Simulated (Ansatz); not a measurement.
Take InP in the zinc blende structure (space group F-43m, No. 216) as the base.

```yaml
crystal:
  lattice:
    - [0.00000, 2.95348, 2.95348]
    - [2.95348, 0.00000, 2.95348]
    - [2.95348, 2.95348, 0.00000]
  atoms:
    - { symbol: In, position: [0.00000, 0.00000, 0.00000] }
    - { symbol: P, position: [0.25000, 0.25000, 0.25000] }
```

Cartesian axes are those of the cell as printed.

Level of theory: Ansatz (an electronic-structure program), r2SCAN, PAW, cutoff 500 eV, no spin-orbit coupling.

Perturbation: tensor shear ε_xy = +1.14 % (engineering shear γ = 0.0228); the atoms relax in the strained cell.

Q: Predict the stress tensor and what it implies for the stiffness.

A: Stress of the strained cell less that of the base (GPa, compression positive):
```
   0.01   -1.05    0.00
  -1.05    0.01    0.00
   0.00    0.00   -0.01
```

Then −Δσ/γ with γ = 2ε = 0.0228 gives relaxed-ion elastic constants: C66 ≈ 46 GPa.

Whether these cells are dynamically stable was not tested.
